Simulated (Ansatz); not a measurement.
**ZrGeSe, pressure series**

The reference is ZrGeSe (space group P4/nmm, No. 129; a = 3.6827 Å, c = 8.2580 Å).

Cell and atoms are relaxed at each pressure.

All numbers come from PBEsol (Ansatz, a quantum-chemistry and plane-wave program), scalar-relativistic without spin-orbit coupling.

```csv
pressure (GPa),volume per atom (Å³/atom)
0,18.666
0.3,18.619
0.7,18.557
1.5,?
3,18.220
5,17.953
```

Problem. Fit the third-order Birch–Murnaghan form P(V) = (3B₀/2)[(V₀/V)^(7/3) − (V₀/V)^(5/3)]·[1 + (3/4)(B₀′ − 4)((V₀/V)^(2/3) − 1)] (squares taken in P) to the rows shown and predict the withheld row.

Solution. Least squares on the printed values gives V₀ = 18.666 Å³/atom, B₀ = 117 GPa, B₀′ = 4.6; this predicts 18.436 Å³/atom, and the run gives 18.435 Å³/atom, in agreement.

Load acts through the strain it causes; cell and atoms are relaxed under it. No phonon test of stability was made. Competing high-pressure phases were not computed. The final runs are not spin-polarised.
